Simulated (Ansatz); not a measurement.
Results of PBEsol (plane waves, PAW; Ansatz, a first-principles code) for LiH (model structure, started from the CsCl type, Pm-3m, No. 221, 2 atoms in the cell).

Run with plane-wave cutoff 520 eV, 14×14×14 k mesh, Fermi–Dirac smearing 0.01 eV, scalar-relativistic PAW data made under PBE.

Cell (relaxed with PBEsol):

```yaml
crystal:
  lattice:
    - [2.49113, 0.00000, 0.00000]
    - [0.00000, 2.49113, 0.00000]
    - [0.00000, 0.00000, 2.49113]
  atoms:
    - { symbol: Li, position: [0.00000, 0.00000, 0.00000] }
    - { symbol: H, position: [0.50000, 0.50000, 0.50000] }
```

Task: Estimate the band gap, smallest direct gap on the k points sampled and direct gap at Γ that the calculation returns.

Result: 
- band gap = 0.44 eV (indirect)
- smallest direct gap on the k points sampled = 4.02 eV
- direct gap at Γ = 20.92 eV

Note: the relaxation could raise the start's symmetry but not lower it, so the cell can be a saddle point.

Computed values are for the static lattice.

The result took roughly 4 core-seconds.

A model structure was made by putting elements into a prototype or built by hand; it is no filed structure, need not be a known phase, and can be a saddle point held by its symmetry.
